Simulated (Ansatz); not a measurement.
# Ru, response to strain

Take Ru in the hcp (Mg type) structure (space group P6_3/mmc, No. 194; a = 2.7043 Å, c = 4.2629 Å; relaxed with 0.1 eV smearing) as the base.

Strains are applied to the cell and any free atomic positions relax.

Level of theory: r2SCAN (Ansatz, an electronic-structure program; PAW; 500 eV plane waves; no spin-orbit coupling).

Notes on the quantities. pressure: mean of the normal stresses, compression positive.

```csv
isotropic strain (%),pressure (GPa)
-3,38.4
-2.5,30.7
-2,23.7
-1.5,17.1
-1,?
-0.5,5.3
0,0.0
```

Q: Fit P = P₀ − Bδ + Cδ² with δ = (1 + ε)³ − 1 to the rows shown and predict the withheld row.

A: Least squares on the printed values gives P₀ = 0.1 GPa, B = 328 GPa (at held cell shape), C = 1260 GPa (largest residual 0.1 GPa); this predicts 10.9 GPa, and the run gives 10.9 GPa, in agreement.

Whether these cells are dynamically stable was not tested. The final runs are not spin-polarised.
